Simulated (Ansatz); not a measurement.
N interstitial in wurtzite GaN (the name describes the start): one set of geometries, relaxed with PBE, evaluated in Ansatz (PAW, plane waves to 420 eV, 500 eV under r2SCAN) with PBE, r2SCAN.

Cell and caveats: 96-site cell; 2×2×2 shifted k-points; start: void with 1N nearest, no. 2; charged states image-corrected; finite-size errors of tenths of an eV; flagged in the runs: a host whose relaxation on this sampling wasn't shown to rest, a strain field that reaches the edge of the cell.

| quantity | PBE | r2SCAN |
|---|---|---|
| host gap (eV) | 1.71 | [?] |
| ε(+1/0) above the VBM (eV) | 1.23 | [?] |
| largest moment on one atom at charge +1 (μB) | 0.33 | [?] |
| neutral formation energy against N2 molecule in a box (eV) | 4.51 | [?] |
| largest moment on one atom at charge 0 (μB) | 0.19 | [?] |

**Question.** Given the lower rungs, what does r2SCAN give?

**Answer.** 
- host gap (eV), r2SCAN: 2.12
- ε(+1/0) above the VBM (eV), r2SCAN: 1.50
- largest moment on one atom at charge +1 (μB), r2SCAN: 0.36
- neutral formation energy against N2 molecule in a box (eV), r2SCAN: 4.23
- largest moment on one atom at charge 0 (μB), r2SCAN: 0.21

Ansatz is an electronic-structure program.
